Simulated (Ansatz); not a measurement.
## Hypothetical diamond Pd: isotropic strain +2.50 %

The parent structure is Pd in the diamond structure (space group Fd-3m, No. 227; a = 5.6885 Å; a hypothetical phase, not in the database extracts checked; relaxed with 0.1 eV smearing).

Modification: every lattice vector is stretched by 2.50 %; the atoms relax in the strained cell.

All numbers come from Ansatz (an electronic-structure program) PBEsol, scalar-relativistic without spin-orbit coupling. k-mesh 18×18×18 (Γ-centred); smearing 0.1 eV (Fermi–Dirac).

```tsv
quantity	base	changed	shift
volume per atom	23.01 Å³	24.78 Å³	+1.77 Å³
space group	Fd-3m (No. 227)	Fd-3m (No. 227)	–
shortest interatomic distance	4.655 bohr	4.771 bohr	+0.116 bohr
energy relative to the base (free energy F)	0 meV/atom	+30 meV/atom	+30 meV/atom
pressure	0.0 GPa	-5.0 GPa	-5.0 GPa
band gap	zero	zero	–
```

Cost of the whole job for the changed cell (relaxation, final SCF and bands): very roughly 27 core-seconds.

Stability against distortions was not tested. The final runs are not spin-polarised. Pd lies near a magnetic instability that expansion can trigger; it was not tested. Pd has a high density of states at the Fermi level and may be magnetic at this level.
